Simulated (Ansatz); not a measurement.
Start from BAs (space group P6_422, No. 181; a = 3.429 Å, c = 7.403 Å; a hypothetical phase, not in the database extracts checked). Axes: x lies along a and z along c of the hexagonal cell.

Now apply this change: the cell is compressed by 2.90 % along z with no lateral relaxation; the atoms relax in the strained cell.

Levels (all Ansatz, a first-principles code, PAW): PBEsol (420 eV, spin-orbit coupling left out); r2SCAN (500 eV, without spin-orbit coupling); HSE06 (420 eV, no spin-orbit coupling).

At the geometry relaxed with PBEsol, these levels gave the following band gaps, in shuffled order: (a) 0.73 eV, (b) 0.15 eV, (c) 0.43 eV.

Problem. Match each gap to its level.

Solution. (a) HSE06; (b) PBEsol; (c) r2SCAN.

Single points use the geometry relaxed with PBEsol. HSE06 gaps are upper bounds (no full band path). Whether these cells are dynamically stable was not tested. The base started in P3_121 and relaxed to P6_422 at this level. A zero or small gap of BAs under uniaxial strain ε_zz = −2.90 % can be the functional's error rather than a property of the material.
